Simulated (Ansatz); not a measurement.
We consider Be (model structure, Fm-3m, No. 225, 1 atom in the cell), described by r²SCAN in Ansatz (PAW).

Run with plane-wave cutoff 560 eV, 30×30×30 k mesh, Fermi–Dirac smearing 0.05 eV, scalar-relativistic PAW data made under PBE.

Cell (relaxed at this level):

```yaml
crystal:
  lattice:
    - [0.00000, 1.57948, 1.57948]
    - [1.57948, 0.00000, 1.57948]
    - [1.57948, 1.57948, 0.00000]
  atoms:
    - { symbol: Be, position: [0.00000, 0.00000, 0.00000] }
```

Q: Give the computed bulk modulus B0.

A: 
* **bulk modulus B0**: 118 GPa

The run finds no gap.

Note: the bulk modulus is −V dP/dV from two relaxed cells at ±2 % in volume; the relaxation could raise the start's symmetry but not lower it, so the cell can be a saddle point.

Static lattice: no zero-point or thermal effects.

A model structure was made by putting elements into a prototype or built by hand; it is no filed structure, need not be a known phase, and can be a saddle point held by its symmetry.

Ansatz is a quantum-chemistry and plane-wave program.
